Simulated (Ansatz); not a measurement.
**How far to go with the k-point mesh at a smearing width of 0.05 eV: TiCd (P4mm, 4 atoms in the cell)**

```yaml
crystal:
  lattice:
    - [2.90254, 0.00000, 0.00000]
    - [0.00000, 2.90254, 0.00000]
    - [0.00000, 0.00000, 9.05925]
  atoms:
    - { symbol: Ti, position: [0.00000, 0.50000, 0.39679] }
    - { symbol: Ti, position: [0.50000, 0.00000, 0.60873] }
    - { symbol: Cd, position: [0.00000, 0.50000, 0.86667] }
    - { symbol: Cd, position: [0.50000, 0.00000, 0.13333] }
```

Method of the run: PBEsol, default PAW files made with PBE (plane waves; Ansatz, an electronic-structure program).

Base settings: basis.ecutwfc = 420 eV; kpoints.mp_grid.grid = 11 11 4; hamiltonian.xc = pbesol; hamiltonian.pseudopotentials = {kind: paw} (the program's default PAW files); scf.occupations.method = fermi_dirac; scf.occupations.width = 0.1 eV.

In this ladder: scf.occupations.width = 0.05 eV.

The second cell is the first with its lattice scaled by 0.98.

Only quantities that move along the ladder and can be compared are tabulated.

The count of work is k-points × plane waves × bands × iterations; it is no time. Core times come from one kind of shared machine, to one figure; runs under 30 s give none.

The starting cell comes from a database of computed structures (which also holds hypothetical and non-ambient phases and stackings), without a prior relaxation at this level. Its lattice was rescaled by up to half a per cent. One atom was moved a little off its site on purpose. Spin polarisation is off. In the base run, with a pressure of about -4 GPa the cell is away from its equilibrium volume at this level. Ansatz's pressure includes its estimate of the finite-basis (Pulay) stress.

```csv
kpoints.mp_grid.grid,free energy less the last step's (meV/atom),energy of the compressed cell less the first (meV/atom),pressure (GPa),largest difference of a force vector from the last step's (eV/Å),count of work / last,core time / last (rough)
4 4 2,-29.89,-9.98,-4.10,0.184,0.023,–
5 5 2,17.03,-5.72,-3.55,0.059,0.023,–
6 6 2,3.82,-7.51,-3.76,0.050,0.038,–
7 7 3,-2.20,-7.44,-3.79,0.038,0.033,–
8 8 3,6.29,-7.45,-3.78,0.016,0.057,–
10 10 4,-2.86,-7.85,-3.84,0.029,0.12,–
12 12 4,-2.05,-7.78,-3.82,0.004,0.16,–
15 15 5,-0.94,-7.74,-3.81,0.014,0.21,–
18 18 6,-0.56,-7.69,-3.81,0.006,0.42,0.4
22 22 7,0.18,-7.68,-3.81,0.002,0.59,0.5
27 27 9,0.00,-7.67,-3.81,0.000,1.0,1
```

Coarsest kpoints.mp_grid.grid that holds the energy of the compressed cell less the first within 1 meV/atom of the last step, with all finer ones: 6 6 2, at 0.038 of the last step's count of work; the step before is off by 2.0 meV/atom.

Coarsest kpoints.mp_grid.grid that holds the forces within 0.02 eV/Å of the last step, with all finer ones: 12 12 4, at 0.16 of the last step's count of work; the step before is off by 0.029 eV/Å.

Coarsest kpoints.mp_grid.grid that holds the pressure within 0.05 GPa of the last step, with all finer ones: 6 6 2, at 0.038 of the last step's count of work; the step before is off by 0.26 GPa.

The energy difference between the two cells stays within 1 meV/atom of the last step's from 6 6 2 on, the total only from 15 15 5 on: much of the error is common to both cells and cancels.

Keys are those of Ansatz 0.2.
